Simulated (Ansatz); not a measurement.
The reference is Na in the bcc (W type) structure (space group Im-3m, No. 229).

```
CELL_PARAMETERS angstrom
     -2.08531     2.08531     2.08531
      2.08531    -2.08531     2.08531
      2.08531     2.08531    -2.08531
ATOMIC_POSITIONS crystal
  Na 0.00000 0.00000 0.00000
```

Computed with PBEsol (Ansatz, a program for electronic structure, PAW, scalar-relativistic without spin-orbit coupling).

Before the change:

The magnetic state comes out as not spin-polarised and the largest site moment comes out as 0.00 μB.

It is then changed as follows: every Na is replaced by Pr, then cell and atoms are relaxed.

Tabulated Pauling electronegativity and covalent radius: Na 0.93, 1.66 Å; Pr 1.13, 2.03 Å.

Q: What happens to the magnetic state and largest site moment?

A: The magnetic state goes from not spin-polarised to ferromagnetic; the largest site moment goes from zero to 2.40 μB.

Other magnetic orders, which the real material may have, were not ruled out. The 4f electrons are in the valence with no U and their state was not checked, so volumes and moments can be off. No phonon test of stability was made. This is not the structure that Pr has at room temperature and ambient pressure.
